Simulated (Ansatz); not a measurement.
The reference is CsPbBr3 (space group R3m, No. 160; a = 8.261 Å, c = 10.338 Å (hexagonal axes); a hypothetical phase, not in the database extracts checked). Axes: x lies along a and z along c of the hexagonal cell.

Now apply this change: uniaxial stress, 2 GPa compression along x; all other stress components relax to zero.

Levels (all Ansatz, a quantum-chemistry and plane-wave program, PAW): PBEsol (420 eV, scalar-relativistic without spin-orbit coupling); r2SCAN (500 eV, no spin-orbit coupling); HSE06 (420 eV, no SOC).

One geometry, relaxed with PBEsol, under each level:

```json
[
 {"level": "PBEsol", "band gap": "1.33 eV", "lowest conduction level above the VBM at special points": "M₂ 1.33 eV; D 1.56 eV; D₂ 1.56 eV; Y₂ 1.90 eV", "pressure": "0.67 GPa"},
 {"level": "r2SCAN", "band gap": "…", "lowest conduction level above the VBM at special points": "…", "pressure": "…"},
 {"level": "HSE06", "band gap": "2.00 eV", "lowest conduction level above the VBM at special points": "M₂ 2.00 eV; D 2.24 eV; D₂ 2.24 eV; Γ 4.02 eV", "pressure": "–"}
]
```

Q: Give the withheld r2SCAN results.

A: 
- r2SCAN, band gap: 1.74 eV
- r2SCAN, lowest conduction level above the VBM at special points: M₂ 1.74 eV; D 2.01 eV; D₂ 2.01 eV; Y₂ 2.28 eV
- r2SCAN, pressure: 1.64 GPa

Single points use the geometry relaxed with PBEsol. Their cutoffs differ, which shifts pressures a little. HSE06 was sampled on its mesh, a few special points and the semilocal edge points, so its gap is an upper bound. Spin-orbit coupling, missing from the scalar runs, can matter with Pb. Load acts through the strain it causes; cell and atoms are relaxed under it. Beyond what the load breaks, stability against distortions was not tested. k-point labels follow each cell's own Brillouin zone.
